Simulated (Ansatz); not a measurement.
Phonon-limited electron mobility of C (Fd-3m) in cm²/(V·s), Ansatz (a first-principles code) with PBE, finite-displacement electron-phonon coupling, linearised Boltzmann equation. Condition of this run: hydrostatic pressure -10 GPa (the target of the relaxation). Geometry: relaxed with this functional, without spin-orbit coupling.

| Condition | μ |
|---|---|
| 150 K | 5300 |
| 200 K | 3300 |
| 250 K | ? |
| 300 K | 1550 |
| 350 K | ? |
| 400 K | 793 |
| 500 K | 446 |
| 600 K | 276 |

### Question
What belongs in the gaps?

### Answer

- 250 K, μ: 2200
- 350 K, μ: 1090

### Question
What exponent p of μ ∝ T^−p fits 200 to 400 K (along x)?

### Answer
p ≈ 2.1; acoustic deformation-potential scattering alone gives 1.5.

Scattering by harmonic phonons alone: no impurities, screening or carrier-carrier scattering, bands fixed at 0 K. From a coarser fine mesh the values given move by up to 7 %. The mesh was bound by memory.
